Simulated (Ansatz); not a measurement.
Partial pair distribution functions of a relaxed model of amorphous Ti₂₀O₄₅Nb₂, broadened by 0.06 Å; density 3.72 g/cm³. These are PBE, scalar-relativistic without spin-orbit coupling (plane waves to 420 eV, PAW; Ansatz, a quantum-chemistry and plane-wave program) values and carry that method's errors.

The cell was made by melting and quenching with the CHGNet potential and then relaxed with DFT. O atoms were pushed apart under 1.9 Å during the dynamics, to hinder bonds among them. The hot cell started wider than the set density and was brought back towards it in steps. It is the lowest in DFT energy of 2 quenches. It is a model cell: composition and starting density were chosen by hand, and all elements were melted together. No dispersion term was used. Its density started from a set value of 3.72 and ended at 3.72 g/cm³. The quench (nominally 300 K/ps over its main leg) was far faster than any real one, so the model tends to hold more defects than a real film. A cell of this size samples the disorder only roughly. The volume was held where the preparation left it and the shape relaxed, at a PBE pressure of 4.0 GPa. Stress components on the final sampling reach 4.1 GPa.

| r (Å) | g Ti-O | g O-Nb | g Ti-Ti | g O-O |
|---|---|---|---|---|
| 1.55 | 0.01 | 0.00 | 0.00 | 0.00 |
| 1.65 | 0.51 | 0.03 | 0.00 | 0.00 |
| 1.75 | 3.51 | 1.08 | 0.00 | 0.00 |
| 1.85 | 6.27 | 5.86 | 0.00 | 0.00 |
| 1.95 | 5.46 | 6.06 | 0.00 | 0.00 |
| 2.05 | 3.13 | 4.08 | 0.00 | 0.00 |
| 2.15 | 1.22 | 3.14 | 0.00 | 0.00 |
| 2.25 | 0.34 | 0.51 | 0.00 | 0.03 |
| 2.35 | 0.21 | 0.01 | 0.00 | 0.40 |
| 2.45 | 0.13 | 0.00 | 0.00 | 1.04 |
| 2.55 | 0.04 | 0.00 | 0.00 | 1.28 |
| 2.65 | 0.00 | 0.00 | 0.00 | 2.31 |
| 2.75 | 0.01 | 0.00 | 0.09 | 3.05 |
| 2.85 | 0.13 | 0.01 | 0.56 | 3.04 |
| 2.95 | 0.20 | 0.32 | 1.60 | 2.52 |
| 3.05 | 0.34 | 0.50 | 2.15 | 1.57 |
| 3.15 | 0.60 | 0.51 | 1.61 | 1.19 |
| 3.25 | 0.74 | 0.62 | 1.42 | 0.76 |
| 3.35 | 0.79 | 1.59 | 1.95 | 0.46 |
| 3.45 | 0.73 | 1.02 | 2.24 | 0.65 |
| 3.55 | 0.74 | 0.62 | 3.02 | 0.79 |
| 3.65 | 0.93 | 1.14 | 2.06 | 0.81 |
| 3.75 | 1.18 | 1.61 | 1.20 | 0.84 |
| 3.85 | 1.38 | 1.49 | 0.74 | 0.71 |
| 3.95 | 1.20 | 1.01 | 0.54 | 0.75 |
| 4.05 | 1.19 | 0.73 | 0.27 | 0.75 |
| 4.15 | 1.61 | 1.00 | 0.46 | 0.48 |
| 4.25 | 1.90 | 1.00 | 0.62 | 0.44 |
| 4.35 | 1.74 | 1.65 | 0.63 | 0.52 |
| 4.45 | 1.53 | 1.23 | 0.46 | 0.66 |
| 4.55 | 1.10 | 1.15 | 0.60 | 0.83 |

Within 2.58 Å each Ti has 5.25 O neighbours on average.
